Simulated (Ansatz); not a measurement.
Consider TlCl in the rock salt structure (space group Fm-3m, No. 225; a = 6.3341 Å; a cell from a computed database, its experimental status unchecked).

Perturbation: cell and atoms relaxed at a pressure of 15 GPa.

Levels (all Ansatz, a first-principles code, PAW): PBEsol (420 eV, without spin-orbit coupling); HSE06 (420 eV, no spin-orbit coupling).

The geometry is relaxed with PBEsol.

| Item | Result |
|---|---|
| PBEsol lowest conduction level above the VBM at special points | L 0.47 eV; U 3.34 eV; K 3.34 eV; Γ 7.36 eV |

With HSE06 at the same geometry, the lowest conduction level above the VBM at special points becomes L 1.14 eV; U 4.11 eV; K 4.11 eV; Γ 8.41 eV (PBEsol: L 0.47 eV; U 3.34 eV; K 3.34 eV; Γ 7.36 eV).

Single points use the geometry relaxed with PBEsol. The hybrid gap comes from the SCF mesh plus the semilocal run's edge points and a few special points and is an upper bound. The levels and masses belong to the bands next to the band gap. Load acts through the strain it causes; cell and atoms are relaxed under it. Whether these cells are dynamically stable was not tested. Competing high-pressure phases were not computed. This is not the structure that TlCl has at room temperature and ambient pressure.
